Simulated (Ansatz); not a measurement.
P (model structure, started from the lonsdaleite type, P6₃/mmc, No. 194, 4 atoms in the cell) was calculated with G0W0@PBEsol (Ansatz, a first-principles code, hard PAW, contour deformation).

The same calculation (at the PBEsol cell, 25.860 Å³/atom) with different numerical settings; throughout: k mesh 3×3×1:

| run | response cutoff (eV) | empty bands | quasiparticle gap on the mesh (eV) | quasiparticle gap at Γ (eV) | rough time |
|---|---|---|---|---|---|
| 1 | 100 | 432 | 2.383 | 4.815 | 30 core-s |
| 2 | 150 | 793 | 2.406 | 4.796 | 80 core-s |
| 3 | 200 | 1221 | 2.413 | 4.788 | 6 core-min |
| 4 | 250 | 1706 | 2.416 | 4.784 | 7 core-min |
| 5 | 300 | 2242 | 2.417 | 4.782 | 10 core-min |

In the column quasiparticle gap on the mesh (eV) the first row differs from the last by -0.034 and the next to last by -0.001.

The last row is no converged limit: other settings stay fixed.

A model structure was made by putting elements into a prototype or built by hand; it is no filed structure, need not be a known phase, and can be a saddle point held by its symmetry.
